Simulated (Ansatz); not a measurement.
# PbSe (model structure, started from the WC type, P-6m2, No. 187, 2 atoms in the cell)

All values below come from r²SCAN (PAW; Ansatz, a quantum-chemistry and plane-wave program).

Settings: plane-wave cutoff 500 eV, 12×12×10 k mesh (along the axes of the cell as run), Fermi–Dirac smearing 0.05 eV, scalar-relativistic PAW data made under PBE.

Cell (relaxed at this level):

```cif
data_PbSe
_chemical_formula_sum 'Pb1 Se1'
_space_group_name_H-M_alt 'P-6m2'
_space_group_IT_number 187
_space_group_name_Hall 'P -6 2'
_cell_length_a 4.19060
_cell_length_b 4.19060
_cell_length_c 3.91882
_cell_angle_alpha 90.000
_cell_angle_beta 90.000
_cell_angle_gamma 120.000
loop_
_atom_site_label
_atom_site_type_symbol
_atom_site_symmetry_multiplicity
_atom_site_Wyckoff_symbol
_atom_site_fract_x
_atom_site_fract_y
_atom_site_fract_z
_atom_site_occupancy
Pb1 Pb 1 a 0.00000 0.00000 0.00000 1
Se1 Se 1 f 0.66667 0.33333 0.50000 1
```

- band gap = zero (no gap)

Note: the relaxation could raise the start's symmetry but not lower it, so the cell can be a saddle point.

Spin–orbit coupling is not included; it can shift volumes and moduli of such heavy elements.

The computed numbers hold no vibrational or temperature effects.

Cost on a shared machine: about 100 core-seconds (a rough figure).

A model structure was made by putting elements into a prototype or built by hand; it is no filed structure, need not be a known phase, and can be a saddle point held by its symmetry.
